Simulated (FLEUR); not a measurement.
Worked example: self-consistent single point of Cu (Fm-3m, 1 atom in the cell) in FLEUR.

Computed with PBE, all-electron FLAPW (FLEUR), scalar-relativistic valence.

The change in words: lattice scaled by 0.98; kpt_div: 14 14 14 → 18 18 18. Reference geometry:
```
CELL_PARAMETERS angstrom
      0.00000     1.81042     1.81042
      1.81042     0.00000     1.81042
      1.81042     1.81042     0.00000
ATOMIC_POSITIONS crystal
  Cu 0.00000 0.00000 0.00000
```

Reference input (self-consistent single point, DFT, PBE, all-electron FLAPW (FLEUR), scalar-relativistic valence): Kmax = 3.5 1/bohr; GmaxXC = 12.2 1/bohr; xcFunctional = pbe; jspins = 1; l_soc = F; mode = hist; fermiSmearingEnergy = 0.00367493 Htr; mesh (inpgen div1-3) = 14 14 14; inpgen gamma flag = true; Gmax = 12.2 1/bohr; numbands = 0; maxIterBroyd = 40. This run's input differs from it in these lines:

```diff
@@ -3,5 +3,5 @@
 &input film=f /
--0.0000000000 1.8104150000 1.8104150000
-1.8104150000 0.0000000000 1.8104150000
-1.8104150000 1.8104150000 -0.0000000000
+0.0000000000 1.7742070000 1.7742070000
+1.7742070000 0.0000000000 1.7742070000
+1.7742070000 1.7742070000 0.0000000000
 1.8897261246
@@ -13,3 +13,3 @@
 &comp jspins=1 /
-&kpt div1=14 div2=14 div3=14 gamma=t /
+&kpt div1=18 div2=18 div3=18 gamma=t /
 &end /
@@ -42,5 +42,5 @@
          <bravaisMatrix>
-            <row-1>    0.0000000000000000     3.4211885218677089     3.4211885218677089</row-1>
-            <row-2>    3.4211885218677089     0.0000000000000000     3.4211885218677089</row-2>
-            <row-3>    3.4211885218677089     3.4211885218677089     0.0000000000000000</row-3>
+            <row-1>    0.0000000000000000     3.3527653183481920     3.3527653183481920</row-1>
+            <row-2>    3.3527653183481920     0.0000000000000000     3.3527653183481920</row-2>
+            <row-3>    3.3527653183481920     3.3527653183481920     0.0000000000000000</row-3>
          </bravaisMatrix>
```

The program printed (abridged):

```
 Iteration:     1   Distance:      41.42620003 me/bohr^3
 Iteration:     2   Distance:      30.92573089 me/bohr^3
 Iteration:     3   Distance:       8.52136647 me/bohr^3
 Iteration:     4   Distance:       6.37037448 me/bohr^3
 Iteration:     5   Distance:       1.21385597 me/bohr^3
   [... 5 lines left out ...]
 Iteration:    11   Distance:       0.00018773 me/bohr^3
 Iteration:    12   Distance:       0.00001041 me/bohr^3
 Iteration:    13   Distance:       0.00001012 me/bohr^3
 Iteration:    14   Distance:       0.00000022 me/bohr^3
 Run finished successfully
 Stop message:
   Structural relaxation: Done

[file out, last iteration]
             iter=     15
[...]
          total density-effective poten   -2.6293927937E+03
          total charge density-energy d   -6.7648565700E+01
 Updated energy parameters for spin:           1
[...]
 fermi energy and band-weighting factors:
    1.287240

[...]
FERMIE:
          first approx. to ef    (T=0)  :   0.321903 htr   (energy of the highest occ. eigenvalue)
          number of occ. states  (T=0)  :       1083
          first approx. to seigv (T=0)  :   2.251227 htr
          sum of weights of occ. states :   5.500514
          sum of semicore charge        :   0.000000 e
FERHIS:  Fermi-Energy by histogram:
          bandgap                     :   0.001508 htr
   [... lines left out ...]
          charge neutrality (T=0)     :   0.001029    (zero if the highest occ. eigenvalue is "entirely" occupied)
     EF_NEWTON:  Adjust Fermi-Energy by Newton-Method.
 Direct bandgap for spin            1 :    6.3247428839740771E-002  Htr
   [... lines left out ...]
 ---->    (input%tkb*entropy) TS=              0.0003605595 htr
 ---->    free energy=                     -1655.0330794437 htr
      extrapolation for T->0
 ---->    total electron energy=           -1655.0328991639 htr
 ***** TOTAL FORCES ON ATOMS *****
 TOTAL FORCE FOR ATOM TYPE=  1  X=  0.000   Y=  0.000   Z=  0.000
                       FX_TOT= 0.000000 FY_TOT= 0.000000 FZ_TOT= 0.000000
 Structural relaxation: Done
```

The run converged in 14 iterations. FLEUR gives forces in its relaxation mode, with a further iteration, so its stop message speaks of a relaxation. 

The starting cell has typed, rounded lattice constants, without a prior relaxation at this level. Its lattice was rescaled by up to half a per cent. For this run, on top of that: lattice scaled by 0.98. Spin polarisation is off. Values depend on the basis (sphere radii, cutoffs, local orbitals), which need not be converged. The log's line on a gap gives a spacing of levels on this mesh, which the program prints for metals too.

These are the values that this program gave, and no reference: the default basis lacks the next d shell.
